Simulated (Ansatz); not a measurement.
Band-edge transport in semiconductors and insulators: compounds that share space group P6_3mc and stoichiometry, r2SCAN with spin-orbit coupling, rigid bands (Ansatz, a program for electronic structure); geometry: cell and atoms relaxed with PBEsol.

| Compound | volume per atom (Å³) | band gap | electron conductivity mass | hole conductivity mass | Seebeck coefficient, n-type 1e19 cm⁻³ |
|---|---|---|---|---|---|
| ZnO | 11.8 | 1.22 eV | 0.21 mₑ | 2.1 mₑ | … |
| AlN | 10.5 | 4.82 eV | 0.31 mₑ | 1.00 mₑ | … |
| GaN | 11.4 | 2.35 eV | 0.193 mₑ | 1.52 mₑ | -111 μV/K |
| SiC | 10.3 | 2.65 eV | 0.36 mₑ | 1.23 mₑ | -230 μV/K |
| CdS | 24.7 | 1.69 eV | … | 1.26 mₑ | … |

Q: Fill in the missing entries.

A: 
- ZnO, Seebeck coefficient, n-type 1e19 cm⁻³: -116 μV/K
- AlN, Seebeck coefficient, n-type 1e19 cm⁻³: -159 μV/K
- CdS, electron conductivity mass: 0.172 mₑ
- CdS, Seebeck coefficient, n-type 1e19 cm⁻³: -101 μV/K

Masses are for dilute carriers at 300 K, harmonic means over directions unless an axis is named. Seebeck coefficients are for the stated density at 300 K, with one relaxation time for all states and whether or not that doping can be reached.
